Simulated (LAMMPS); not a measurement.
Surface tension of liquid Pd over temperature.

Computed with classical MD, pair style eam, the elements' _u3.eam files (universal-3 set of Foiles, Baskes and Daw), run in LAMMPS.

| T (K) | surface tension | excess energy |
|---|---|---|
| 1830 | 0.88 ± 0.03 N/m | 1.2 J/m² |
| 2100 | 0.86 ± 0.04 N/m | 1.2 J/m² |
| 2470 | 0.78 ± 0.03 N/m | 1.2 J/m² |

Uncertainties are statistical and leave out the potential's own error.
